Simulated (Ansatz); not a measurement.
The starting structures come from a database of crystals and need not be the phases stable at ambient conditions.

Inside the gap of an insulator the Bloch states are evanescent, with a wavenumber k + iκ along the transport direction.

Input:

```
ZrO2
1.0
    5.09813     0.00000     0.00000
    0.00000     5.27144     0.00000
    0.00000     0.00000    10.09309
Zr O
8 16
Cartesian
  1.25898   5.09168   3.88029
  3.83915   0.17976   6.21280
  1.29008   2.45596   6.21280
  3.80805   2.81548   3.88029
  3.80805   0.17976   1.16626
  1.29008   5.09168   8.92683
  3.83915   2.81548   8.92683
  1.25898   2.45596   1.16626
  1.89747   3.29618   2.92619
  3.20066   1.97526   7.16690
  0.65159   0.66046   7.16690
  4.44654   4.61098   2.92619
  4.44654   1.97526   2.12036
  0.65159   3.29618   7.97273
  3.20066   4.61098   7.97273
  1.89747   0.66046   2.12036
  0.01295   1.37706   4.82036
  5.08518   3.89438   5.27273
  2.53612   4.01278   5.27273
  2.56201   1.25866   4.82036
  2.56201   3.89438   0.22619
  2.53612   1.37706   9.86690
  5.08518   1.25866   9.86690
  0.01295   4.01278   0.22619
```

The cell is taken as given.

Transport runs along the normal of the first two printed cell vectors.

No gap correction and no spin-orbit coupling; mid-gap is the computed energy nearest the middle.

### Question
Give the band gap and the smallest decay constant κ at mid-gap that r2SCAN in Ansatz (an electronic-structure program) yields.

### Answer
Gap 4.29 eV on a 6×6×4 mesh; κ = 0.400 1/Å, at the zone centre.
